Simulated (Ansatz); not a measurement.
Phonon-limited transport in PtGa (P2_13)

```yaml
crystal:
  lattice:
    - [4.90286, 0.00000, 0.00000]
    - [0.00000, 4.90286, 0.00000]
    - [0.00000, 0.00000, 4.90286]
  atoms:
    - { symbol: Ga, position: [0.09319, 0.09319, 0.09319] }
    - { symbol: Ga, position: [0.40681, 0.90681, 0.59319] }
    - { symbol: Ga, position: [0.59319, 0.40681, 0.90681] }
    - { symbol: Ga, position: [0.90681, 0.59319, 0.40681] }
    - { symbol: Pt, position: [0.39806, 0.39806, 0.39806] }
    - { symbol: Pt, position: [0.10194, 0.60194, 0.89806] }
    - { symbol: Pt, position: [0.89806, 0.10194, 0.60194] }
    - { symbol: Pt, position: [0.60194, 0.89806, 0.10194] }
```

These are PBEsol, DFPT electron-phonon coupling, linearised Boltzmann equation (plane waves, PAW, scalar-relativistic; Ansatz, a quantum-chemistry and plane-wave program) values and carry that method's errors. Geometry: relaxed with this functional, without spin-orbit coupling.

```
Property                                                                                Value
----------------------------------------------------------------------------------  ---------
resistivity at 300 K                                                                 27 μΩ·cm
resistivity at 77 K                                                                 5.0 μΩ·cm
electron mean free path at 300 K (weighted by the current that each state carries)    10.7 nm
```

A metal at this level (no band gap). Only scattering by harmonic phonons is included (no impurities, grain boundaries, electron-electron scattering or thermal expansion). Spin-orbit coupling is left out, which matters with elements this heavy. Halving the electron mesh (20x20x20) moves the resistivity by up to 5 % at 300 K, the mean free path by up to 9 %. Smearing 0.20 eV; phonons on a 3x3x3 q mesh, which this run doesn't test and which matters most at low temperature.
